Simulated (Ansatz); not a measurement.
**LiF (model structure, F-43m, No. 216): properties by level of theory**

```
level (code)           lattice parameter a (Å)  cohesive energy (eV/atom)  band gap (eV)
---------------------  -----------------------  -------------------------  -------------
LDA (Ansatz)                             4.204                        ___            ___
PBE (Ansatz)                             4.364                       4.33           7.66
PBEsol (Ansatz)                          4.310                       4.45           7.68
PBE-D3(BJ) (Ansatz)                      4.302                       4.47            ___
r²SCAN (Ansatz)                          4.289                        ___           8.67
r²SCAN+rVV10 (Ansatz)                    4.272                        ___           8.65
```

Question: What belongs in the gaps?

Answer: 
- LDA (Ansatz, a first-principles code), cohesive energy (eV/atom): 4.88
- LDA (Ansatz), band gap (eV): 7.96
- PBE-D3(BJ) (Ansatz), band gap (eV): 7.88
- r²SCAN (Ansatz), cohesive energy (eV/atom): 4.36
- r²SCAN+rVV10 (Ansatz), cohesive energy (eV/atom): 4.40

Computed values are for a static lattice.  Each level is taken at its own relaxed cell. Cutoffs differ between the levels. Ansatz's density-functional and Hartree–Fock values are scalar-relativistic unless marked +SOC, with PAW data made under PBE.

Ansatz's density-functional and Hartree–Fock values are scalar-relativistic unless marked +SOC, with PAW data made under PBE.

Static lattice: no zero-point or thermal effects.

A model structure was made by putting elements into a prototype or built by hand; it is no filed structure, need not be a known phase, and can be a saddle point held by its symmetry.
